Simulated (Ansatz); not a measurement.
# The (111) surface of fcc Ir in its 1x1 cell, outermost plane spacing 2.23 Å in the ideal cut

Computed with PBE (plane waves to 420 eV, PAW; Ansatz, a program for electronic structure).

Model: 7-atom slab, 13.4 Å thick at the start, 16x16x1 mesh, Fermi-Dirac 0.1 eV, dipole correction, all atoms relaxed; held to the start's symmetry, so lower structures may exist; no spin, no spin-orbit, no U.

The surface energy (mean of both faces) is 2.28 J/m² and the surface energy before relaxation is 2.31 J/m². The work function of the top face is 5.48 eV, the energy released by relaxation is 0.026 eV and the cost is very roughly 60 core-seconds.
